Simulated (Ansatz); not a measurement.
## PBE against r2SCAN: LiNbO3

Take LiNbO3 (space group R3c, No. 161; a = 5.190 Å, c = 14.016 Å (hexagonal axes)) as the base.

(Cell as relaxed with PBE.)

Levels (all Ansatz, a program for electronic structure, PAW): PBE (420 eV, no spin-orbit coupling); r2SCAN (500 eV, scalar-relativistic without spin-orbit coupling).

Each level relaxes its own structure.

```tsv
quantity	PBE	r2SCAN
volume per atom	10.90 Å³	[?]
lattice parameter a	5.190 Å	[?]
lattice parameter c	14.016 Å	[?]
```

**Question.** Predict the r2SCAN column.

**Answer.** 
- volume per atom, r2SCAN: 10.58 Å³
- lattice parameter a, r2SCAN: 5.137 Å
- lattice parameter c, r2SCAN: 13.885 Å

PBE's volume per atom lies 0.32 Å³ above r2SCAN's (3.0 %); PBE's lattice parameter a lies 0.0523 Å above r2SCAN's (1.0 %); PBE's lattice parameter c lies 0.131 Å above r2SCAN's (0.9 %). Neither level is exact; r2SCAN is the comparison here, not a measurement.

No phonon test of stability was made.
